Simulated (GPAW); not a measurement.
GPAW run on Cr3Ge (Pm-3n, 8 atoms in the cell): self-consistent single point

Method: PBEsol, GPAW PAW datasets PBEsol (made by gpaw-setup) (plane waves; GPAW).

Input:

```python
from ase import Atoms
from ase.units import GPa
from gpaw import GPAW

atoms = Atoms(['Cr', 'Cr', 'Cr', 'Cr', 'Cr', 'Cr', 'Ge', 'Ge'],
              cell=[[4.549845, 0.000000, 0.000000],
                    [0.000000, 4.549845, 0.000000],
                    [0.000000, 0.000000, 4.549845]],
              scaled_positions=[[0.250000, 0.000000, 0.500000],
                                [0.750000, 0.000000, 0.500000],
                                [0.500000, 0.750000, 0.000000],
                                [0.500000, 0.250000, 0.000000],
                                [0.000000, 0.500000, 0.750000],
                                [0.000000, 0.500000, 0.250000],
                                [0.000000, 0.000000, 0.000000],
                                [0.500000, 0.500000, 0.500000]],
              pbc=True)

calc = GPAW(mode={'name': 'pw', 'ecut': 850},
            xc='PBEsol',
            kpts=(5, 5, 5),
            occupations={'name': 'methfessel-paxton', 'width': 0.272, 'order': 0},
            nbands=-12,
            convergence={'density': 1e-05, 'energy': 1e-05},
            symmetry={'symmorphic': False, 'tolerance': 0.0005},
            maxiter=150,
            txt='-')

atoms.calc = calc

energy = atoms.get_potential_energy()
print('Energy (eV):', round(energy, 6))
forces = atoms.get_forces()
print('Forces (eV/Ang):')
print(forces.round(5))
stress = atoms.get_stress()
print('Stress (GPa, Voigt):', (stress / GPa).round(4))
```

Output, abridged:

```
Input parameters:
  convergence: {density: 1e-05,
                energy: 1e-05}
  kpts: [5 5 5]
  maxiter: 150
  mode: {ecut: 850,
         name: pw}
  nbands: -12
  occupations: {name: methfessel-paxton,
                order: 0,
                width: 0.272}
  symmetry: {symmorphic: False,
             tolerance: 0.0005}
  xc: PBEsol

species:
  Cr:
    name: Chromium
    Z: 24.0
    valence: 6
    core: 18
    charge: 0.0
    file: Cr.PBEsol.gz

    # Using partial waves for Cr as LCAO basis

  Ge:
    name: Germanium
    Z: 32.0
    valence: 4
    core: 28
    charge: 0.0
    file: Ge.PBEsol.gz

    # Using partial waves for Ge as LCAO basis

Reference energy: -285430.264543  # eV

Spin-paired calculation

Convergence criteria:
 Maximum [total energy] change in last 3 cyles: 1e-05 eV / valence electron
 Maximum integral of absolute [dens]ity change: 1e-05 electrons / valence electron
 Maximum integral of absolute [eigenst]ate change: 4e-08 eV^2 / valence electron
 Maximum number of scf [iter]ations: 150

Symmetries present (total): 48
Symmetries with fractional translations: 24
125 k-points: 5 x 5 x 5 Monkhorst-Pack grid
10 k-points in the irreducible part of the Brillouin zone
       k-points in crystal coordinates                weights
   0:     0.00000000    0.00000000    0.00000000          1/125
   1:     0.20000000    0.00000000    0.00000000          6/125
   2:     0.20000000    0.20000000    0.00000000         12/125
   [... 7 lines left out ...]

Wave functions: Plane wave expansion
  Cutoff energy: 850.000 eV
  Number of coefficients (min, max): 5257, 5325
  Pulay-stress correction: 0.000000 eV/Ang^3 (de/decut=0.000000)

Occupation numbers: Methfessel-Paxton:
  width: 0.2720  # eV
  order: 0

Eigensolver

Densities:
  Coarse grid: 32*32*32 grid
  Fine grid: 64*64*64 grid
  Total Charge: 0.000000

Density mixing:
  Method: separate
  Backend: pulay
  Linear mixing parameter: 0.05
  old densities: 5
  Damping of long wavelength oscillations: 50

Hamiltonian:
  XC and Coulomb potentials evaluated on a 64*64*64 grid
  External potential:
    NoExternalPotential

XC parameters: PBEsol with 2 nearest neighbor stencil

Number of atoms: 8
Number of atomic orbitals: 62
Number of bands in calculation: 34
Number of valence electrons: 44
Bands to converge: occupied

Density initialized from atomic densities
  34 bands from LCAO basis set

Atomic positions and initial magnetic moments

Positions:
   0 Cr     1.137461    0.000000    2.274923    ( 0.0000,  0.0000,  0.0000)
   1 Cr     3.412384    0.000000    2.274923    ( 0.0000,  0.0000,  0.0000)
   2 Cr     2.274923    3.412384    0.000000    ( 0.0000,  0.0000,  0.0000)
   3 Cr     2.274923    1.137461    0.000000    ( 0.0000,  0.0000,  0.0000)
   4 Cr     0.000000    2.274923    3.412384    ( 0.0000,  0.0000,  0.0000)
   5 Cr     0.000000    2.274923    1.137461    ( 0.0000,  0.0000,  0.0000)
   6 Ge     0.000000    0.000000    0.000000    ( 0.0000,  0.0000,  0.0000)
   7 Ge     2.274923    2.274923    2.274923    ( 0.0000,  0.0000,  0.0000)

Unit cell:
           periodic     x           y           z      points  spacing
  1. axis:    yes    4.549845    0.000000    0.000000    32     0.1422
  2. axis:    yes    0.000000    4.549845    0.000000    32     0.1422
  3. axis:    yes    0.000000    0.000000    4.549845    32     0.1422

  Lengths:   4.549845   4.549845   4.549845
  Angles:   90.000000  90.000000  90.000000

Effective grid spacing dv^(1/3) = 0.1422

     iter     time        total  log10-change:
                         energy   eigst   dens
iter:   1 --:--:--   -82.583087
iter:   2 --:--:--   -80.235621   -0.48  -0.82
iter:   3 --:--:--   -72.839334   +0.59  -0.83
iter:   4 --:--:--   -73.913969   -0.27  -1.41
iter:   5 --:--:--   -85.134707   +0.75  -1.08
iter:   6 --:--:--   -71.990663   +0.20  -0.93
   [... 14 lines left out ...]
iter:  21 --:--:--   -72.024435   -3.41  -2.63
iter:  22 --:--:--   -72.027892   -2.58  -3.13
iter:  23 --:--:--   -72.024621   -3.89  -2.62
iter:  24 --:--:--   -72.024108   -3.50  -2.86
iter:  25 --:--:--   -72.024329   -3.92  -3.23
iter:  26 --:--:--   -72.024171c  -4.57  -3.37
iter:  27 --:--:--   -72.024137c  -5.41  -3.30
iter:  28 --:--:--   -72.024678   -3.79  -3.39
iter:  29 --:--:--   -72.024066   -4.34  -3.15
iter:  30 --:--:--   -72.024012   -4.49  -3.68
iter:  31 --:--:--   -72.024023c  -5.69  -3.99
iter:  32 --:--:--   -72.024047c  -4.54  -4.01
iter:  33 --:--:--   -72.024026c  -5.73  -3.42
iter:  34 --:--:--   -72.024057c  -4.75  -3.58
iter:  35 --:--:--   -72.024056c  -5.76  -4.75
iter:  36 --:--:--   -72.024078c  -5.62  -5.10c
iter:  37 --:--:--   -72.024072c  -6.63  -4.13
iter:  38 --:--:--   -72.024070c  -7.32  -4.14
iter:  39 --:--:--   -72.024072c  -7.58c -4.18
iter:  40 --:--:--   -72.024057c  -6.40  -4.15
iter:  41 --:--:--   -72.024058c  -7.53c -4.50
iter:  42 --:--:--   -72.024052c  -6.87  -4.52
iter:  43 --:--:--   -72.024039c  -6.03  -4.94
iter:  44 --:--:--   -72.024046c  -7.37  -4.37
iter:  45 --:--:--   -72.024047c  -7.81c -4.60
iter:  46 --:--:--   -72.024051c  -7.08  -4.74
iter:  47 --:--:--   -72.024051c  -7.95c -5.73c

Converged after 47 iterations.

Dipole moment: (0.000000, -0.000000, 0.000000) |e|*Ang

Energy contributions relative to reference atoms: (reference = -285430.264543)

Kinetic:        -38.662616
Potential:      +14.072692
External:        +0.000000
XC:             -48.660614
Entropy (-ST):   -0.223854
Local:           +1.338413
SIC:             +0.000000
--------------------------
Free energy:    -72.135978
Extrapolated:   -72.024051

Showing only first 2 kpts
 Kpt  Band  Eigenvalues  Occupancy
  0    20     12.44533    0.00093
  0    21     12.44533    0.00093
  0    22     12.44533    0.00093
  0    23     13.09860    0.00000

  1    20     12.17367    0.05777
  1    21     12.37899    0.00303
  1    22     12.37899    0.00303
  1    23     12.85764    0.00000

Fermi level: 11.80873

No gap
No difference between direct/indirect transitions
Energy (eV): -72.024051

Forces in eV/Ang:
  0 Cr    0.00000   -0.00000    0.00000
  1 Cr    0.00000   -0.00000    0.00000
  2 Cr    0.00000   -0.00000    0.00000
  3 Cr    0.00000    0.00000    0.00000
  4 Cr   -0.00000    0.00000   -0.00000
  5 Cr   -0.00000    0.00000    0.00000
  6 Ge   -0.00000   -0.00000    0.00000
  7 Ge   -0.00000    0.00000    0.00000

Stress tensor:
     0.017231     0.000000     0.000000
     0.000000     0.017231     0.000000
     0.000000     0.000000     0.017231
Stress (GPa, Voigt): [2.7608 2.7608 2.7608 0.     0.     0.    ]
```

The run converged in 47 iterations. GPAW prints stress with tension positive.

The starting cell comes from a database of computed structures (which also holds hypothetical and non-ambient phases and stackings), without a prior relaxation at this level. Its lattice was rescaled by a random factor within 2.5 % of one. Spin polarisation is off.

Cost on one core of a shared machine: roughly 2 min.
